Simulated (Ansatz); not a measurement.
The parent structure is VN in the rock salt structure (space group Fm-3m, No. 225; a = 4.0748 Å; relaxed with 0.1 eV smearing). Axes: x, y, z lie along the cube axes.

Computed with PBEsol/PAW in Ansatz (a quantum-chemistry and plane-wave program), without spin-orbit coupling, earlier PAW set.

The change: compressive biaxial strain of 1.27 % in the plane normal to [111], as in epitaxy on a mismatched substrate; the out-of-plane cell vector and the atoms relax.

What happens to the out-of-plane strain and in-plane stress?

The out-of-plane strain amounts to +1.29 %; the mean in-plane stress (compression positive) amounts to +6.7 GPa.

Whether these cells are dynamically stable was not tested. Seeded moments were not kept for the base. The final runs are not spin-polarised.
